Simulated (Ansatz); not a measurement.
Tunnelling through a barrier is set by its complex band structure: the current falls as exp(−2κd) with the smallest κ.

Consider the following.

```
Si
1.0
    3.84928     0.00000     0.00000
    0.00000     3.84928     0.00000
    1.92464    -1.92464     2.72185
Si
2
Direct
  0.75000   0.75000   0.50000
  0.00000   0.00000   0.00000
```

The cell is taken as given.

Transport runs along the normal of the first two printed cell vectors, the (001) plane of the conventional cell.

No gap correction and no spin-orbit coupling; mid-gap is the computed energy nearest the middle.

Problem. State the band gap and the smallest decay constant κ at mid-gap according to r2SCAN (Ansatz, an electronic-structure program).

Solution. Gap 0.77 eV on a 12×12×12 mesh; κ = 0.126 1/Å, at the zone centre.
